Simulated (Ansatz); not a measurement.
The reference is CaF₂ (space group Pmc2_1, No. 26; a = 3.470 Å, b = 4.105 Å, c = 5.876 Å; a cell from a computed database, its experimental status unchecked).

Now apply this change: hydrostatic tension (pressure −2 GPa).

Levels (all Ansatz, a program for electronic structure, PAW, earlier PAW set): PBEsol (420 eV, scalar-relativistic without spin-orbit coupling); HSE06 (420 eV, spin-orbit coupling left out).

The geometry is relaxed with PBEsol.

```
Property           Value
---------------  -------
PBEsol band gap  6.25 eV
```

With HSE06 at the same geometry, the band gap goes up by 2.29 eV, from 6.25 eV to 8.54 eV.

Single points use the geometry relaxed with PBEsol. HSE06 was sampled on its mesh, a few special points and the semilocal edge points, so its gap is an upper bound. Load acts through the strain it causes; cell and atoms are relaxed under it. Whether these cells are dynamically stable was not tested.
